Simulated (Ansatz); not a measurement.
**Evanescent states of BN (F-43m, zinc blende, 2 atoms a cell, 6.0 Å³ an atom, -5 GPa at this level) along the normal of (111)**

The numbers are results of r2SCAN (plane waves, PAW; Ansatz, a quantum-chemistry and plane-wave program), not measurements.

The gap is the functional's own. No spin-orbit coupling. Mid-gap values are those at the computed energy nearest the middle.

Energies count from the valence-band top; κ is the least over a 18×18 mesh across the current.

```
E (eV)  κ (1/Å)  where
------  -------  -----
0.12      0.083      Γ
0.34      0.142      Γ
0.57      0.181      Γ
0.81      0.212      Γ
1.03      0.238      Γ
1.26        [?]      Γ
1.50        [?]      Γ
1.73        [?]      Γ
1.96        [?]      Γ
2.19        [?]      Γ
2.42        [?]      Γ
2.65        [?]      Γ
2.88        [?]      Γ
3.10        [?]      Γ
3.33        [?]  off Γ
3.56        [?]  off Γ
3.79        [?]  off Γ
4.03      0.285  off Γ
4.25      0.253  off Γ
4.49      0.213  off Γ
4.71      0.160  off Γ
4.95      0.063  off Γ
```

Task: Complete the blanks.

Result: 
- 1.26, κ (1/Å): 0.259
- 1.50, κ (1/Å): 0.279
- 1.73, κ (1/Å): 0.295
- 1.96, κ (1/Å): 0.311
- 2.19, κ (1/Å): 0.324
- 2.42, κ (1/Å): 0.336
- 2.65, κ (1/Å): 0.347
- 2.88, κ (1/Å): 0.357
- 3.10, κ (1/Å): 0.365
- 3.33, κ (1/Å): 0.354
- 3.56, κ (1/Å): 0.335
- 3.79, κ (1/Å): 0.312
